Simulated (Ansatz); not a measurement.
Take GaCuSe2 in the chalcopyrite structure (space group I-42d, No. 122; a = 5.570 Å, c = 11.075 Å) as the base. Axes: x, y, z lie along a, b, c of the conventional cell.

Computed with Ansatz (a first-principles code), PBEsol, PAW, cutoff 420 eV, without spin-orbit coupling.

Base values:

- Band gap: 0.12 eV
- Pressure: 0.0 GPa
- Shortest interatomic distance: 2.381 Å

Modification: biaxial strain +3.00 %, plane normal [001], relaxed out of plane (Cartesian); in-plane vectors clamped, the third vector and the atoms free.

Q: How does this affect the band gap, pressure, energy relative to the base and shortest interatomic distance?

A: The band gap changes from 0.12 eV to zero; the pressure (mean of the normal stresses, compression positive) goes from zero to -1.6 GPa; the energy grows by 9.7 meV/atom; the shortest interatomic distance rises by 0.025 Å, from 2.381 Å to 2.406 Å.

No phonon test of stability was made. The final runs are not spin-polarised. Gaps under 0.05 eV, about the width of the smearing, are given as zero. The zero or small gap of GaCuSe2 can change with the level of theory.
